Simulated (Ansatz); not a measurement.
Base system: TiAl (space group P4/mmm, No. 123; a = 2.813 Å, c = 4.062 Å; relaxed with 0.1 eV smearing). Axes: x, y, z lie along a, b, c of the conventional cell.

All numbers come from r2SCAN (Ansatz, a quantum-chemistry and plane-wave program), scalar-relativistic without spin-orbit coupling.

Strains are applied to the cell and any free atomic positions relax.

One change was made to it. Results:

```json
[
 {"quantity": "shortest interatomic distance", "base": "2.813 Å", "after": "2.813 Å"},
 {"quantity": "pressure (mean of the normal stresses, compression positive)", "base": "0.0 GPa", "after": "-2.3 GPa"},
 {"quantity": "energy relative to the base (free energy F)", "base": "0 meV/atom", "after": "+4.1 meV/atom"}
]
```

Q: What was done to the base?
A) uniaxial strain ε_xx = +2.00 %
B) uniaxial strain ε_xx = +0.50 %
C) uniaxial strain ε_xx = +1.50 %
D) uniaxial strain ε_xx = +3.00 %

A: A, uniaxial strain ε_xx = +2.00 %. For comparison, the energy relative to the base in the other runs: uniaxial strain ε_xx = +3.00 % gives +9.0 meV/atom; uniaxial strain ε_xx = +1.50 % gives +2.3 meV/atom; uniaxial strain ε_xx = +0.50 % gives +0.3 meV/atom.

Whether these cells are dynamically stable was not tested. The final runs are not spin-polarised.
